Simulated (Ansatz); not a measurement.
The starting structures come from a database of crystals and need not be the phases stable at ambient conditions.

## Evanescent states of NaTaO₃ (P4/mbm, not sure to be the ambient phase, 10 atoms a cell, 11.9 Å³ an atom) along the normal of (001)

These are PBEsol (plane waves, PAW; Ansatz, a quantum-chemistry and plane-wave program) values and carry that method's errors.

The gap is the functional's own. No spin-orbit coupling. Mid-gap values are interpolated on the energy grid.

Energies count from the valence-band top; κ is the least over a 6×6 mesh across the current.

```csv
E (eV),κ (1/Å),where
0.06,0.132,Γ
0.18,0.206,Γ
0.30,0.216,Γ
0.42,0.224,Γ
0.54,0.232,Γ
0.66,0.239,Γ
0.78,0.245,Γ
0.90,0.251,Γ
1.02,0.247,Γ
1.14,0.240,Γ
1.26,0.233,Γ
1.38,0.224,Γ
1.50,0.213,Γ
1.62,0.201,Γ
1.74,0.186,Γ
1.86,0.168,Γ
1.98,0.146,Γ
2.10,0.119,Γ
2.22,0.079,Γ
```

How thick must the barrier be to attenuate the transmission by 10^6 when the electrodes' Fermi level lies at 1.98 eV, and what attenuation does that film give at 1.86 eV?

d = 6 ln 10 / (2 × 0.146) = 47.3 Å. At 1.86 eV it gives 6 × 0.168/0.146 = 6.9 decades.
